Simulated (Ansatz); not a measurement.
The reference is ZnS in the zinc blende structure (space group F-43m, No. 216; a = 5.3569 Å).

Calculations: PBEsol (Ansatz, a program for electronic structure; PAW; 420 eV plane waves; no SOC), earlier PAW set.

For the base:

- Electron mass = 0.17 mₑ (at Γ)
- Density = 4.21 g/cm³
- Shortest interatomic distance = 2.320 Å

Modification: a hydrostatic pressure of 15 GPa.

Question: How does this affect the electron mass?

Answer: The electron mass changes from 0.17 mₑ (at Γ) to 0.19 mₑ (at Γ).

Question: How does this affect the density?

Answer: The density increases by 0.63 g/cm³ (4.21 g/cm³ → 4.84 g/cm³).

Question: How does this affect the shortest interatomic distance?

Answer: The shortest interatomic distance drops by 0.1054 Å to 2.214 Å.

The levels and masses belong to the bands next to the band gap. Load acts through the strain it causes; cell and atoms are relaxed under it. Masses are band curvatures over ±0.01 Å⁻¹ around the edge. Stability against distortions was not tested. Measured, ZnS leaves this structure (for rock salt) near 14.7 GPa (temperature not stated; as listed in Datta, Sujoy, Jana, Debnarayan, arXiv (2020)), on rising pressure, with hysteresis.
